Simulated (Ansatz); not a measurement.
Surface energy of faces of hcp Lu in PBE and in RPBE, in Ansatz (plane waves, PAW). Symmetric slabs relaxed with PBE from ideal cuts in 1x1 cells (the lowest computed cut and spin start of each face; real faces may reconstruct in larger cells); RPBE values are single points on them, with the bulk at the same level. No spin-orbit coupling, no U.

```csv
face,PBE (J/m²),RPBE (J/m²)
(10-10),1.08,0.99
(10-11),1.11,1.02
(10-12),1.14,?
(11-20),1.13,1.03
(11-21),1.25,1.14
(11-22),1.21,1.12
(11-23),1.21,1.11
(20-21),1.11,1.02
(21-30),1.13,1.03
```

Task: Fit a straight line y = a·x + b by least squares to the 8 complete rows (x: PBE (J/m²); y: RPBE (J/m²)).

Result: the means are x̄ = 1.1538 and ȳ = 1.0575; Σ(x − x̄)² = 0.025987 and Σ(x − x̄)(y − ȳ) = 0.023975, so a = 0.923 and b = ȳ − a·x̄ = -0.007. The largest residual is 0.011.

Task: What does the line predict for the withheld row, (10-12), and what did the calculation give?

Result: the line gives 1.04; the calculation gave 1.03, a miss of -0.01, of the size of the fitted rows' scatter and rounding.

Ansatz is a first-principles code.
